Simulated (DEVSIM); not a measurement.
Device: GaAs p-i-n diode, at 350 K.

```
layer (left to right)  material  thickness (μm)  Nd (cm⁻³)  Na (cm⁻³)  τn (s)  τp (s)
---------------------  --------  --------------  ---------  ---------  ------  ------
1                          GaAs           0.100          -     6.3e17  5.8e-9  5.8e-9
2                          GaAs            11.0     5.7e11          -  5.8e-9  5.8e-9
3                          GaAs           0.650     1.8e17          -  5.8e-9  5.8e-9
```

Left contact: ohmic. Right contact: ohmic. Voltage is applied to the left contact. Recombination: SRH at mid-gap. Mobility is μmin + (μ − μmin)/(1 + (N/Nref)^α).

The device is made up for the run: typed textbook-type constants, with dimensions and the other settings drawn at random. Values at 300 K; Nc and Nv go as T^1.5, mobilities as T to minus their exponent, the gap by Varshni's rule with the affinity fixed.

| parameter | GaAs |
|---|---|
| gap (eV) | 1.424 |
| affinity (eV) | 4.07 |
| permittivity | 12.9 |
| Nc (cm⁻³) | 4.7e17 |
| Nv (cm⁻³) | 9e18 |
| μn (cm²/Vs) | 8500 |
| μp (cm²/Vs) | 400 |
| μn,min | 500 |
| μp,min | 20 |
| Nref,n | 6e16 |
| Nref,p | 1.5e17 |
| αn | 0.39 |
| αp | 0.38 |
| T exponent of μn | 2.1 |
| T exponent of μp | 2.2 |
| Varshni α (eV/K) | 0.000541 |
| Varshni β (K) | 204 |

DEVSIM, 1D drift-diffusion, Boltzmann statistics, complete ionisation; no tunnelling, impact ionisation, image-force lowering or self-heating.

The temperature was swept, all else fixed.

| temperature (K) | potential step across the device at zero bias (V) | dark forward voltage at 100 A/cm² (V) | dark forward voltage at 1 A/cm² (V) |
|---|---|---|---|
| 300 | 1.330 | 1.150 | 0.936 |
| 350 | 1.278 | 1.080 | 0.825 |
| 400 | 1.223 | 1.013 | 0.713 |
| 450 | 1.166 | 0.947 | 0.600 |
| 500 | 1.107 | 0.885 | 0.486 |

From the first row to the last the potential step across the device at zero bias goes from 1.330 to 1.107. From the first row to the last the dark forward voltage at 100 A/cm² goes from 1.150 to 0.885.
